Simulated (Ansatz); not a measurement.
Levels about the gap of amorphous silicon oxide (Si24O47) (71 atoms in a cell of 1020 Å³, 2.32 g/cm³; zone centre alone, so wide bands show as single levels with stretches between that a denser mesh fills), at the geometry that PBE relaxed, where it gives 1.9 GPa on a denser mesh. The participation number counts the atoms over which a state spreads; weights are charges in smoothed Voronoi cells. The levels come from a single point, so bond lengths are those of that geometry. Method of the levels: PBE, scalar-relativistic without spin-orbit coupling (Ansatz, a quantum-chemistry and plane-wave program). Sampling: the zone centre alone; Fermi-Dirac width 0.02 eV; no spin polarisation. The usual formal charges leave 2 electrons over, so the level spacing at the Fermi energy parts defect or band states and needn't be the band gap. At PBE the levels at both edges of the gap are localised (band-tail or defect states), and the nearest spread-out levels lie 5.7 eV apart at the zone centre.

The cell was made by melting and quenching with the CHGNet potential and then relaxed with DFT. O atoms were pushed apart under 1.9 Å during the dynamics, to hinder bonds among them. The hot cell started wider than the set density and was brought back towards it in steps. It is the lowest in DFT energy of 8 quenches. It is a model cell: composition and starting density were chosen by hand, and all elements were melted together. No dispersion term was used. A short ab initio anneal came between quench and relaxation. Its density started from a set value of 2.32 and ended at 2.32 g/cm³. The quench (nominally 590 K/ps over its main leg) was far faster than any real one, so the model tends to hold more defects than a real film. Values belong to this one cell and scatter from quench to quench. The volume was held where the preparation left it and the shape relaxed, at a PBE pressure of 1.9 GPa. Stress components on the final sampling reach 2.2 GPa. Cycles of charging lowered its energy after that relaxation.

```
E - E(highest filled), eV  filling  participation number        largest on  weight O  weight Si
-------------------------  -------  --------------------  ----------------  --------  ---------
-1.99                       filled                  23.8   O, 2 neighbours      0.96       0.04
-1.95                       filled                  24.2   O, 2 neighbours      0.96       0.04
-1.90                       filled                  27.7   O, 2 neighbours      0.96       0.04
-1.85                       filled                  22.5   O, 2 neighbours      0.96       0.04
-1.83                       filled                  16.7   O, 2 neighbours      0.96       0.04
-1.75                       filled                  16.1   O, 2 neighbours      0.96       0.04
0.00                        filled                   2.5  Si, 2 neighbours      0.38       0.62
3.63                         empty                   2.5  Si, 2 neighbours      0.34       0.66
3.90                         empty                  63.4   O, 2 neighbours      0.72       0.28
5.38                         empty                  39.4  Si, 2 neighbours      0.66       0.34
5.55                         empty                  36.1  Si, 2 neighbours      0.68       0.32
5.70                         empty                  41.6   O, 2 neighbours      0.69       0.31
5.81                         empty                  35.0   O, 2 neighbours      0.71       0.29
5.90                         empty                  40.2  Si, 4 neighbours      0.70       0.30
```

Most localised among these is the empty level at +3.63 eV, on a Si atom, which has 2 neighbours (O 1.67 Å, O 1.69 Å).
